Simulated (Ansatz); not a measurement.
Take Ti3Al (space group P6_3/mmc, No. 194) as the base.

```
Ti3Al
1.0
    5.74737     0.00000     0.00000
   -2.87369     4.97737     0.00000
    0.00000     0.00000     4.63190
Ti Al
6 2
Cartesian
  2.87369   3.28326   1.15797
 -1.40654   4.13031   3.47392
  1.46714   0.84706   1.15797
  0.00000   1.69411   3.47392
  4.28023   0.84706   1.15797
  1.40654   4.13031   3.47392
  0.00000   3.31825   1.15797
  2.87369   1.65912   3.47392
```

Cartesian axes are those of the cell as printed.

Calculations: r2SCAN in Ansatz (plane waves to 500 eV, PAW, spin-orbit coupling left out), earlier PAW set.

For the base:

| Quantity | Value |
|---|---|
| Shortest interatomic distance | 2.813 Å |

The change: compressive biaxial strain of 1.30 % in the plane normal to [001], as in epitaxy on a mismatched substrate; the out-of-plane cell vector and the atoms relax.

### Question
How does this affect the shortest interatomic distance?

### Answer
The shortest interatomic distance drops by 0.037 Å (2.813 Å → 2.776 Å).

### Question
Predict the new energy relative to the base.

### Answer
The energy goes up by 4.6 meV/atom.

No phonon test of stability was made. All final runs are without spin polarisation.

Ansatz is a program for electronic structure.
